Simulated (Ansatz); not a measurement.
Given:

```yaml
crystal:
  lattice:
    - [0.00000, 3.10001, 3.10001]
    - [3.10001, 0.00000, 3.10001]
    - [3.10001, 3.10001, 0.00000]
  atoms:
    - { symbol: Ga, position: [0.00000, 0.00000, 0.00000] }
    - { symbol: Sb, position: [0.25000, 0.25000, 0.25000] }
```

No spin polarisation.

The values are results of LDA (Ansatz, a program for electronic structure; PAW; 420 eV plane waves; spin-orbit coupling left out), not measurements. k-mesh 13×13×13 (Γ-centred); smearing 0.05 eV (Fermi–Dirac).

Question: Estimate the space group.

Answer: F-43m (No. 216).

Question: Predict the pressure.

Answer: -3.5 GPa.

The cells carry an imposed strain or load. No phonon test of stability was made. The final runs are not spin-polarised. The cell was made from GaSb in the zinc blende structure (space group F-43m, No. 216) by this change: isotropic strain +2.50 %.
